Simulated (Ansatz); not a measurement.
Here is the system:

```
InP
1.0
    4.14410     0.00000     0.00000
    0.00000     4.14410     0.00000
    2.07205    -2.07205     2.97918
P In
1 1
Cartesian
  2.07205   0.00000   1.48959
  0.00000   0.00000   0.00000
```

A single point on InP with a change (biaxial strain −0.79 %, plane normal [001], relaxed out of plane), its geometry relaxed with r2SCAN.

Method: Kohn–Sham DFT with the HSE06 functional, run in Ansatz (a quantum-chemistry and plane-wave program) with PAW and 420 eV plane waves, with spin-orbit coupling, earlier PAW set. Settings: 8×8×8 k-points, 0.01 eV Fermi–Dirac smearing.

Problem. Predict the valence-band top at Γ and band gap.

Solution. The valence-band top at Γ (three highest Kramers pairs, from the VBM) is 0.00, -0.04, -0.16 eV and the band gap is 1.33 eV.

Single points use the geometry relaxed with r2SCAN. Stability against distortions was not tested. The cell was made from InP in the zinc blende structure (space group F-43m, No. 216) by this change: biaxial strain −0.79 %, plane normal [001], relaxed out of plane.
